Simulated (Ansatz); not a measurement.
The starting structures come from a database of crystals and need not be the phases stable at ambient conditions.

Inside the gap of an insulator the Bloch states are evanescent, with a wavenumber k + iκ along the transport direction.

Given:

```
AuNaO2
1.0
    3.02202     0.00000     0.00000
    0.00000     6.10023     0.00000
    1.51101    -1.53872     2.87696
Na Au O
1 1 2
Direct
  0.50000   0.50000   0.00000
  0.50000   0.00000   0.00000
  0.91044   0.24821   0.17912
  0.08956   0.75179   0.82088
```

Space group of this cell: C2/m. The cell is taken as given; by PBEsol its mean pressure is -0.9 GPa.

Transport runs along the normal of the first two printed cell vectors.

The gap is the functional's own, uncorrected, and κ follows it; spin-orbit coupling is left out. Mid-gap values are interpolated between the computed energies.

Question: Estimate the band gap and the smallest decay constant κ at mid-gap that Ansatz (a quantum-chemistry and plane-wave program) with PBEsol returns for this system.

Answer: Gap 1.27 eV on a 12×6×12 mesh; κ = 0.404 1/Å, at (0.300, 0.500) of the in-plane reciprocal vectors. At the zone centre, at the nearest computed energy, the slowest state has κ = 0.50 1/Å.
